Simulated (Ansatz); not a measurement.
Double-hcp Pm

These are LDA in Ansatz (PAW) values and carry that method's errors.

Settings: plane-wave cutoff 520 eV, 18×18×6 k mesh (along the axes of the cell as run), Fermi–Dirac smearing 0.05 eV, spin-polarised with parallel moments, scalar-relativistic PAW data made under PBE.

Cell: relaxed at this level.

For double-hcp Pm, the equilibrium volume per atom is 28.17 Å³/atom, the bulk modulus B0 is 19.1 GPa and the band gap comes out as zero (no gap). The equilibrium lattice constant a is 3.432 Å and the c axis length comes out as 11.047 Å.

Note: the magnetic order was assumed, not searched for or taken from measurement; the 4f shell is treated without U or exact exchange, so its levels and filling can be wrong; the volume lies 16 % below that of the published cell; the bulk modulus comes from volumes at which shape and atoms were relaxed.

Spin–orbit coupling is not included.

Static lattice: no zero-point or thermal effects.

Ansatz is a quantum-chemistry and plane-wave program.
